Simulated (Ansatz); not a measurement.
Results of LDA (plane waves, PAW; Ansatz, a first-principles code) for PbZrO3 (Amm2, No. 38, 5 atoms in the cell; start mp-20337; a measured phase of this formula has another space group).

Numerical settings: plane-wave cutoff 500 eV, 10×10×10 k mesh, gaussian smearing 0.02 eV, scalar-relativistic PAW data made under PBE.

Cell (relaxed at this level):

PbZrO₃ is modelled in the orthorhombic space group Amm2 (No. 38), Pearson symbol oS10. Lattice parameters: a = 4.079 Å, b = 5.817 Å, c = 5.941 Å, α = 90.00°, β = 90.00°, γ = 90.00°. Zr on 2b has 4 O at 2.001–2.063 Å and 2 O at 2.182 Å. Pb on 2a is coordinated by 1 O at 2.329 Å and 4 O at 2.615 Å. O1 on 4e is coordinated by 1 Zr at 2.001 Å and 1 Zr at 2.182 Å and 2 Pb at 2.615 Å. O2 on 2a is coordinated by 2 Zr at 2.063 Å and 1 Pb at 2.329 Å. (Neighbours: up to the widest gap in distance over summed covalent radii, below 1.35, at either atom; cation-cation and far metal-metal contacts left out.)
(The calculation used a cell of 5 atoms; values per cell refer to that cell.)

Q: Predict the band gap.

A: 
band gap: 2.58 eV (on the SCF k mesh)

Note: the relaxation could not lower the start's symmetry, so the cell can be a saddle point above a distorted one.

Spin–orbit coupling is not included; with these elements it can move the gap by several tenths of an eV or more.

A start named mp-… is a Materials Project structure, which need not be a measured phase.
